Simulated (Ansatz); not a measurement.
## TaC (Fm-3m): resistivity and electron-phonon coupling

Given:

```
CELL_PARAMETERS angstrom
      0.00000     2.21978     2.21978
      2.21978     0.00000     2.21978
      2.21978     2.21978     0.00000
ATOMIC_POSITIONS crystal
  Ta 0.00000 0.00000 0.00000
  C  0.50000 0.50000 0.50000
```

These are PBEsol, DFPT electron-phonon coupling, linearised Boltzmann equation (plane waves, PAW, scalar-relativistic; Ansatz, a quantum-chemistry and plane-wave program) values and carry that method's errors. Cell: relaxed with this functional, without spin-orbit coupling.

```yaml
resistivity at 300 K: 15.0 μΩ·cm
electron mean free path at 300 K (weighted by the current that each state carries): 4.7 nm
electron-phonon coupling λ: 0.76
transport coupling λ_tr: 1.02
logarithmic_mean_phonon_energy: 23 meV
density of states at the Fermi level: 0.31 states/(eV·spin·cell)
drude_plasma_energy: 8.3 eV
Hall coefficient at 300 K: -9.6 ×10⁻¹¹ m³/C
```

A metal at this level (no band gap). Only scattering by harmonic phonons is included (no impurities, grain boundaries, electron-electron scattering or thermal expansion). Spin-orbit coupling is left out, which matters with elements this heavy. The self-energy correction of the phonons between q points moved λ by 3 %. The squared frequency of the phonon mode least converged on the k mesh is uncertain by 23 %. Halving the electron mesh (32x32x32) moves the resistivity by up to 5 % at 300 K, the mean free path by up to 8 %, the coupling by up to 5 %. Smearing 0.20 eV; phonons on a 5x5x5 q mesh, which this run doesn't test and which matters most at low temperature.
